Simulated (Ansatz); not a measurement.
**Se, response to strain**

Start from Se (space group P3_121, No. 152; a = 4.506 Å, c = 4.991 Å; made of chains).

Strains are applied to the cell and any free atomic positions relax.

All numbers come from r2SCAN (Ansatz, a quantum-chemistry and plane-wave program, PAW, spin-orbit coupling left out).

Notes on the quantities. pressure: mean of the normal stresses, compression positive.

| isotropic strain (%) | pressure (GPa) |
|---|---|
| -1.42 | 0.9 |
| 0 | 0.0 |
| 0.51 | ? |
| 0.71 | -0.4 |
| 5.55 | -2.2 |

**Question.** Fit P = P₀ − Bδ + Cδ² with δ = (1 + ε)³ − 1 to the rows shown and predict the withheld row.

**Answer.** Least squares on the printed values gives P₀ = 0.0 GPa, B = 19.7 GPa (at held cell shape), C = 40.7 GPa (largest residual 0.0 GPa); this predicts -0.3 GPa, and the run gives -0.3 GPa, in agreement.

Whether these cells are dynamically stable was not tested. No dispersion term is included, though the crystal is made of layers, chains or molecules, so its spacings can come out too wide.
